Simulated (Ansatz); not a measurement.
A self-consistent single point of ScPd₃ (P4mm, 4 atoms in the cell) with Ansatz (a program for electronic structure).

Computed with PBEsol, default PAW files made with PBE (plane waves; Ansatz).

```
CELL_PARAMETERS angstrom
      3.99955     0.00000     0.00000
      0.00000     3.99955     0.00000
      0.00000     0.00000     3.99955
ATOMIC_POSITIONS crystal
  Sc 0.00000 0.00000 0.01250
  Pd 0.50000 0.50000 0.00000
  Pd 0.00000 0.50000 0.50000
  Pd 0.50000 0.00000 0.50000
```

Reference input (self-consistent single point, DFT, PBEsol, plane waves, default PAW files made with PBE): basis.ecutwfc = 420 eV; kpoints.mp_grid.grid = 8 8 8; hamiltonian.xc = pbesol; hamiltonian.pseudopotentials = {kind: paw} (the program's default PAW files); scf.occupations.method = gaussian; scf.occupations.width = 0.1 eV. This run's input differs from it in these lines:

Ansatz 0.2 input:
```diff
@@ -14,3 +14,3 @@
 kpoints:
-  mp_grid: { grid: [8, 8, 8] }
+  mp_grid: { grid: [13, 13, 13], shift: [0.5, 0.5, 0.5] }
 hamiltonian:
```

Log, with long lists cut:

```
SCF iter   1: F=—  HF=-22834.744092 eV  |F-HF|=—  |Δ(HF+E_count)|=         —  Δρ=1.36e-2  dr2=1.53e-1  ethr=1.77e-3  ⟨swp⟩=4.7  Hψ=26016  notcnv=0
all-band conjugate gradients solve this SCF's bands
preconditioner: auto → Kerker (q_TF=auto, 2.736 Å⁻¹)
SCF iter   2: F=—  HF=-22834.725323 eV  |F-HF|=—  |Δ(HF+E_count)|=   1.88e-2  Δρ=4.71e-3  dr2=2.29e-2  ethr=2.35e-4  ⟨swp⟩=1.0  Hψ=9216  notcnv=0
SCF iter   3: F=—  HF=-22834.722527 eV  |F-HF|=—  |Δ(HF+E_count)|=   2.80e-3  Δρ=1.22e-3  dr2=1.65e-3  ethr=3.52e-5  ⟨swp⟩=1.3  Hψ=8020  notcnv=0
SCF iter   4: F=—  HF=-22834.722297 eV  |F-HF|=—  |Δ(HF+E_count)|=   2.30e-4  Δρ=2.18e-4  dr2=5.07e-5  ethr=2.54e-6  ⟨swp⟩=1.7  Hψ=8432  notcnv=0
SCF iter   5: F=—  HF=-22834.722274 eV  |F-HF|=—  |Δ(HF+E_count)|=   2.31e-5  Δρ=4.41e-5  dr2=1.30e-6  ethr=7.80e-8  ⟨swp⟩=2.0  Hψ=10347  notcnv=0
SCF iter   6: F=-22834.722274 eV  HF=-22834.722274 eV  |F-HF|=3.52e-9  |Δ(HF+E_count)|=   9.93e-8  Δρ=6.29e-6  dr2=1.92e-8  ethr=1.54e-10  ⟨swp⟩=7.2  Hψ=28800  notcnv=0
SCF 1 converged in 6 iterations: F = -22834.722274 eV  dr2 = 1.92e-8
Free energy (F): -22834.722274 eV
Internal energy: -22834.707232 eV  (E = F + TS)
E sigma→0 (E₀):  -22834.714753 eV
Entropy (-TS):   -0.015042 eV (-3.761 meV/atom)
Fermi energy:    17.155821 eV
--- Forces (eV/Å), atoms counted from 1 ---
  atom   1  Sc    -0.00000000     0.00000000    -0.21080216
  atom   2  Pd    -0.00000000     0.00000000     0.00308570
  atom   3  Pd     0.00000000     0.00000000     0.10384032
  atom   4  Pd     0.00000000     0.00000000     0.10384032
--- Stress (GPa, compression-positive) ---
       -6.494604       0.000000       0.000000
        0.000000      -6.494604       0.000000
        0.000000       0.000000      -6.479011
  P = ⅓ Tr σ = -6.4894 GPa (-64.894 kbar)
  The stress holds the Pulay correction. Without it, at fixed plane waves, as pw.x and ABINIT print it: P = -6.5259 GPa
```

The run converged in 6 iterations. Against the reference run the free energy goes up by 2.0 meV/atom, the pressure hardly changes (-6.51 to -6.49 GPa) and the largest force hardly changes (0.212 to 0.211 eV/Å).

The starting cell comes from a database of computed structures (which also holds hypothetical and non-ambient phases and stackings), without a prior relaxation at this level. Its lattice was rescaled by up to half a per cent. One atom was moved a little off its site on purpose. Spin polarisation is off. Ansatz's pressure includes its estimate of the finite-basis (Pulay) stress.

Cost on one core of a shared machine: roughly 30 s.
